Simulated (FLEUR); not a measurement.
FLEUR run on Ca2CdPt2 (Immm, 5 atoms in the cell): self-consistent single point.

Method of the run: PBEsol, all-electron FLAPW (FLEUR), scalar-relativistic valence in FLEUR.

```yaml
crystal:
  lattice:
    - [-2.22483, 2.94693, 4.26921]
    - [2.22483, -2.94693, 4.26921]
    - [2.22483, 2.94693, -4.26921]
  atoms:
    - { symbol: Ca, position: [0.29899, 0.79899, 0.50000] }
    - { symbol: Ca, position: [0.70101, 0.20101, 0.50000] }
    - { symbol: Cd, position: [0.00000, 0.00000, 0.00000] }
    - { symbol: Pt, position: [0.72491, 0.50000, 0.22491] }
    - { symbol: Pt, position: [0.27509, 0.50000, 0.77509] }
```

Reference input (self-consistent single point, DFT, LDA (Perdew-Zunger), all-electron FLAPW (FLEUR), scalar-relativistic valence): Kmax = 4.4 1/bohr; GmaxXC = 17.6 1/bohr; xcFunctional = pz; jspins = 1; l_soc = F; mode = gauss; fermiSmearingEnergy = 0.00367493 Htr; mesh (inpgen div1-3) = 5 5 5; inpgen gamma flag = false; Gmax = 17.6 1/bohr; numbands = 0; maxIterBroyd = 15. This run's input differs from it in these lines:

```diff
@@ -17,3 +17,3 @@
 &comp jspins=1 /
-&exco xctyp='pz' /
+&exco xctyp='PBEs' /
 &kpt div1=5 div2=5 div3=5 /
@@ -30,3 +30,3 @@
       <coreElectrons ctail="T" frcor="F" kcrel="0" coretail_lmax="0"/>
-      <xcFunctional name="pz" relativisticCorrections="F"/>
+      <xcFunctional name="PBEs" relativisticCorrections="F"/>
       <magnetism jspins="1"/>
```

Log, with long lists cut:

```
 Iteration:     1   Distance:      11.20740088 me/bohr^3
 Iteration:     2   Distance:       9.80338200 me/bohr^3
 Iteration:     3   Distance:       4.85465726 me/bohr^3
 Iteration:     4   Distance:       2.86671270 me/bohr^3
 Iteration:     5   Distance:       1.87764284 me/bohr^3
   [... 11 lines left out ...]
 Iteration:    17   Distance:       0.00014606 me/bohr^3
 Iteration:    18   Distance:       0.00006220 me/bohr^3
 Iteration:    19   Distance:       0.00003268 me/bohr^3
 Iteration:    20   Distance:       0.00000797 me/bohr^3
 Reset of history
 Run finished successfully
 Stop message:
   Structural relaxation: new displacements generated

[file out, last iteration]
             iter=     21
[...]
          total density-effective poten   -7.6239952235E+04
          total charge density-energy d   -9.2704214577E+02
 Updated energy parameters for spin:           1
[...]
 fermi energy and band-weighting factors:

[...]
FERMIE:
          first approx. to ef    (T=0)  :   0.321695 htr   (energy of the highest occ. eigenvalue)
          number of occ. states  (T=0)  :        944
          first approx. to seigv (T=0)  : -36.092101 htr
          sum of weights of occ. states :  35.056000
          sum of semicore charge        :   0.000000 e
          fermi energy=   0.32093 har   work function=  -8.73282 ev
          number of valence electrons=  70.00001
   [... lines left out ...]
          total moment                 =     0.00000
 Direct bandgap for spin            1 :    1.9917781460416450E-002  Htr
 ---->    free energy=                    -43835.8492874014 htr
   [... lines left out ...]
 TOTAL FORCE FOR ATOM TYPE=  1  X=  0.000   Y=  5.569   Z= -3.243
                       FX_TOT= 0.000000 FY_TOT= 0.000000 FZ_TOT=-0.000547
 TOTAL FORCE FOR ATOM TYPE=  2  X=  0.000   Y=  0.000   Z=  0.000
                       FX_TOT= 0.000000 FY_TOT= 0.000000 FZ_TOT= 0.000000
 TOTAL FORCE FOR ATOM TYPE=  3  X=  4.204   Y= -3.064   Z=  0.000
                       FX_TOT= 0.000000 FY_TOT=-0.001170 FZ_TOT= 0.000000
```

The run converged in 20 iterations. FLEUR gives forces in its relaxation mode, with a further iteration, so its stop message speaks of a relaxation. Against the reference run the largest force goes from 0.066 to 0.060 eV/Å.

The starting cell comes from a database of computed structures (which also holds hypothetical and non-ambient phases and stackings), without a prior relaxation at this level. Spin-orbit coupling is off. Spin polarisation is off. Values depend on the basis (sphere radii, cutoffs, local orbitals), which need not be converged. The log's line on a gap gives a spacing of levels on this mesh, which the program prints for metals too.

Cost on one core of a shared machine: roughly 6 min.
